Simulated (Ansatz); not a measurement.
The starting structures come from a database of crystals and need not be the phases stable at ambient conditions.

Evanescent states of Sr2ZnMoO6 (I4/m, not sure to be the ambient phase, 10 atoms a cell, 13.0 Å³ an atom, -7 GPa at this level) along the normal of (100)

Calculation: r2SCAN (plane waves, PAW; Ansatz, an electronic-structure program).

The gap is the functional's own, uncorrected, and κ follows it; spin-orbit coupling is left out. Mid-gap values are interpolated between the computed energies.

Energies count from the valence-band top; κ is the least over a 6×4 mesh across the current.

```csv
E (eV),κ (1/Å),where
0.07,0.097,off Γ
0.20,0.158,off Γ
0.33,0.195,off Γ
0.46,0.221,off Γ
0.58,0.242,off Γ
0.71,0.258,off Γ
0.84,0.271,off Γ
0.97,0.282,off Γ
1.10,0.290,off Γ
1.24,0.296,off Γ
1.36,0.299,off Γ
1.50,0.301,off Γ
1.62,0.301,off Γ
1.75,0.298,off Γ
1.89,0.293,off Γ
2.02,0.284,off Γ
2.15,0.272,off Γ
2.27,0.245,Γ
2.40,0.155,off Γ
```

Question: How thick must the barrier be to attenuate the transmission by 10^8 when the electrodes' Fermi level lies at 1.75 eV, and what attenuation does that film give at 0.33 eV?

Answer: d = 8 ln 10 / (2 × 0.298) = 30.9 Å. At 0.33 eV it gives 8 × 0.195/0.298 = 5.2 decades.
